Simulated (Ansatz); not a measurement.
Hypothetical zinc blende YAs, pressure series

The parent structure is YAs in the zinc blende structure (space group F-43m, No. 216; a = 6.3909 Å; a hypothetical phase, not in the database extracts checked).

Cell and atoms are relaxed at each pressure.

Level of theory: PBEsol (Ansatz, a first-principles code; PAW; 420 eV plane waves; no SOC).

```
pressure (GPa)  volume per atom (Å³/atom)
--------------  -------------------------
-2                                 34.019
-1                                      ?
0                                  32.629
3                                  30.986
7                                  29.290
15                                 26.814
30                                 23.804
50                                 21.253
75                                 19.130
```

Task: Fit the third-order Birch–Murnaghan form P(V) = (3B₀/2)[(V₀/V)^(7/3) − (V₀/V)^(5/3)]·[1 + (3/4)(B₀′ − 4)((V₀/V)^(2/3) − 1)] (squares taken in P) to the rows shown and predict the withheld row.

Result: Least squares on the printed values gives V₀ = 32.628 Å³/atom, B₀ = 53.5 GPa, B₀′ = 3.7; this predicts 33.266 Å³/atom, and the run gives 33.284 Å³/atom, 0.018 higher.

Load acts through the strain it causes; cell and atoms are relaxed under it. Whether these cells are dynamically stable was not tested. No other phases were tried under pressure. All final runs are without spin polarisation.
